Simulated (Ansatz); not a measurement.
Consider this model of amorphous Ga24O39W.

```xyz
64
Lattice="9.6374 0.0823 -0.1526 0.0823 8.9525 0.0185 -0.1526 0.0185 9.3063" Properties=species:S:1:pos:R:3 pbc="T T T"
Ga     3.9622     2.0466     4.6307
Ga     2.2096     0.0969     2.4512
Ga     9.2275     7.4292     3.4328
Ga     7.5056     1.0873     8.4850
Ga     2.3416     6.5418     1.2338
Ga     9.0441     4.5747     1.8327
Ga     4.3864     2.3621     1.3128
Ga     4.7320     8.3091     6.3442
Ga     3.2159     5.1265     6.4935
Ga     2.5622     4.2568     3.4337
Ga     6.3631     6.1943     5.2484
Ga     9.5689     4.9442     5.0778
Ga    -0.0252     7.9420     6.9838
Ga     5.4835     8.1573     0.6905
Ga     2.8958     0.2803     8.5523
Ga     1.0776     2.4301     0.3621
Ga     9.4370     2.2424     6.3330
Ga     0.6959     5.0531     8.3250
Ga     8.8866     1.4416     2.1885
Ga     6.2315     9.0092     3.4184
Ga     7.9047     6.6344     0.1247
Ga     5.3495     5.5494     2.1338
Ga     7.0029     3.2942     4.1265
Ga     1.9066     0.3229     5.4859
O      7.9111     4.6684     0.0099
O      5.8548     1.8272     4.2947
O      0.4996     3.1339     7.9266
O      9.0778     6.6780     8.0087
O      1.1773     7.5205     2.4397
O      3.4398     2.7054     2.8651
O      2.9551     1.9516     0.0677
O      3.2309     8.2863     0.9904
O      0.7501     4.6884     3.5651
O      7.2926     8.4111    -0.0157
O      8.3106     6.3057     4.7741
O      6.3849     2.5778     8.1545
O      5.8763     6.1684     0.2802
O      8.0797     0.0840     3.1284
O      3.6891     0.9921     6.2396
O      4.6631     8.5503     8.2201
O      3.1590     0.2368     3.9926
O      8.9410     1.6666     0.3362
O      1.1012     1.5428     2.1583
O      5.6669     7.4342     2.4802
O      1.2881     5.2656     6.4564
O      0.6271     7.9197     5.2072
O      8.3173     3.5461     5.4832
O      4.2761     6.5411     5.8930
O      3.3582     3.8446     5.1055
O      4.2572     4.3433     7.8555
O      0.9182     4.2431     0.9244
O      1.5923     8.8687     7.4324
O      2.1587     6.0860     8.8080
O      6.5599     5.2977     6.9678
O      8.1317     3.1117     2.6351
O      8.4510     0.7009     6.9104
O      5.4948     0.9072     1.6296
O      6.2160     8.1096     5.2074
O      5.4289     3.8695     1.0458
O      3.4374     5.5703     2.4094
O      8.4838     6.3497     1.9299
O      6.0447     4.8981     3.8556
O      0.9797     1.8649     5.1536
W      5.9975     4.3573     8.4516
```

All values below come from PBE, scalar-relativistic without spin-orbit coupling (plane waves to 420 eV, PAW; Ansatz, a first-principles code).

A CHGNet melt-quench gave the starting glass, which DFT then relaxed. O atoms were pushed apart under 1.9 Å during the dynamics, to hinder bonds among them. The hot cell started wider than the set density and was brought back towards it in steps. It is the lowest in DFT energy of 2 quenches. It is a model cell: composition and starting density were chosen by hand, and all elements were melted together. No dispersion term was used. Its density started from a set value of 5.13 and ended at 5.13 g/cm³. The quench (nominally 330 K/ps over its main leg) was far faster than any real one, so the model tends to hold more defects than a real film. Values belong to this one cell and scatter from quench to quench. The volume was held where the preparation left it and the shape relaxed, at a PBE pressure of -1.0 GPa (tension). Stress components on the final sampling reach 1.1 GPa.

Cut-offs for bonds: Ga-Ga 2.68 Å, Ga-O 2.36 Å, Ga-W 2.86 Å, O-O 1.58 Å, O-W 2.51 Å, W-W 3.04 Å. Two cations that share two anions don't count as bonded, nor two that share one unless they lie closer than Ga-Ga 2.61 Å, Ga-W 2.78 Å, W-W 2.95 Å.

Question: Give the coordination numbers, mean bond lengths and angles.

Answer: 
```yaml
Mean coordination of Ga by anions: 4.50 (13 with 4, 10 with 5, 1 with 6)
Mean coordination of O: 2.92 (5 with 2, 32 with 3, 2 with 4)
Mean coordination of W by anions: 6.00 (1 with 6)
Mean Ga-O bond: 1.932 Å (spread 0.079 Å, 108 counted)
Mean O-W bond: 1.963 Å (spread 0.130 Å, 6 counted)
Bond angle at Ga: mean 107.3°, spread 21.3°
Bond angle at O: mean 116.6°, spread 16.5°
Bond angle at W: mean 104.2°, spread 30.4°
```

Question: List the pairs of like atoms that count as bonded by the rules above.

Answer: There are none by these rules.
